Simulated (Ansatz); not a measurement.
# Sn_Ga+V_N in wurtzite GaN

Method: PBE, PAW (plane waves to 420 eV; Ansatz, a quantum-chemistry and plane-wave program). Cell: 96 sites, 3×2×2 repeats of a cell of 8 atoms; final energies on a 2×2×2 shifted mesh. Sites at the start: the Ga site; N 1.98 Å away, along c. Energies of charged states are corrected for periodic images (point charge plus alignment at distant sites). Dielectric constants: PBE linear response of the host. Host gap at this level: 1.71 eV. Finite-size and sampling errors can reach tenths of an eV here. Levels are measured in PBE's own, too narrow, gap. Spin–orbit coupling is left out, which matters for these heavy elements. Each state is the lowest found from its start.

The name describes the start; the neighbours show where the atoms ended.

Charges with a result: +2, +1, 0, −1. Others weren't obtained, and one of them could lie lower, also by skipping a charge.

| charge | moment (μB) | largest move off a lattice site (Å) | neighbours of the last Sn atom of the defect at the end (Å) | image correction with alignment (eV) |
|---|---|---|---|---|
| +2 | not spin-polarised | 0.29 | N 2.12, N 2.12, N 2.12 | 0.73 |
| +1† | 1.0 | 0.17 | N 2.13, N 2.13, N 2.13 | 0.21 |
| 0* | not spin-polarised | 0.29 | N 2.14, N 2.15, N 2.16, Ga 2.89 | – |
| −1* | 1.0 | 0.26 | N 2.18, N 2.19, N 2.19 | – |

* At this level the carrier isn't localised at the defect: at charge 0 electrons occupy the conduction band; at charge −1 electrons occupy the conduction band. Such a state is shallow or no state of the defect, and this cell gives it no level.

† Not settled in this cell, so no level is given: charge +1: carriers not clearly localised.

Flagged in the runs: a host whose relaxation on this sampling wasn't shown to rest.

All states together cost very roughly 7 core-hours.
